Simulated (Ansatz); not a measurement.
The parent structure is CrGe in the rock salt structure (space group Fm-3m, No. 225; a = 4.9358 Å; ferromagnetic; a hypothetical phase, not in the database extracts checked; relaxed with 0.1 eV smearing). Axes: x, y, z lie along the cube axes.

Method: PBEsol in Ansatz (plane waves to 420 eV, PAW, spin-orbit coupling left out).

Strains are applied to the cell and any free atomic positions relax; under biaxial strain the out-of-plane vector relaxes too.

One change was made to it. Results:

The energy increases by 5.8 meV/atom; the largest site moment decreases by 0.05 μB, from 2.06 μB to 2.01 μB; the pressure (mean of the normal stresses, compression positive) goes from zero to 1.9 GPa.

Q: Which change produced these results?
A) strain tensor (xx, yy, zz, yz, xz, xy) = (−2.37, +0.37, +0.68, +0.11, +1.04, +0.84) %
B) uniaxial strain ε_zz = −2.57 %
C) biaxial strain −4.10 %, plane normal [110], relaxed out of plane

A: A, strain tensor (xx, yy, zz, yz, xz, xy) = (−2.37, +0.37, +0.68, +0.11, +1.04, +0.84) %. For comparison, the energy relative to the base in the other runs: uniaxial strain ε_zz = −2.57 % gives +8.7 meV/atom; biaxial strain −4.10 %, plane normal [110], relaxed out of plane gives +18 meV/atom.

Other magnetic orders, which the real material may have, were not ruled out. Stability against distortions was not tested.

Ansatz is a first-principles code.
